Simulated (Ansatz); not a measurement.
Functionals compared on the (311) surface of fcc Pd in its 1x1 cell, outermost plane spacing 1.19 Å in the ideal cut, in Ansatz (plane waves, PAW). The structure was relaxed with PBE; the other rows are single points on it, each with its references at the same level. Cutoff 420 eV (500 eV for r2SCAN).

Slab: 9 atoms, 9.5 Å thick at the start (thin: gaps and levels are the slab's own); k 14x8x1, smearing 0.1 eV, dipole-corrected; all atoms relaxed; held to the part of the start's symmetry that mesh and held atoms allow; no spin, no spin-orbit, no U. These notes are the PBE run's.

| functional | surface energy (J/m²) | work function of the top face (eV) | rough cost of the single point |
|---|---|---|---|
| PBE | 1.60 | 4.91 | – |
| LDA | 2.21 | 5.32 | roughly 6 core-minutes |
| PBEsol | 2.00 | 5.02 | roughly 5 core-minutes |
| RPBE | 1.33 | 4.71 | around 5 core-minutes (rough) |
| r2SCAN | 1.82 | 4.87 | very roughly 15 core-minutes |

Ansatz is an electronic-structure program.
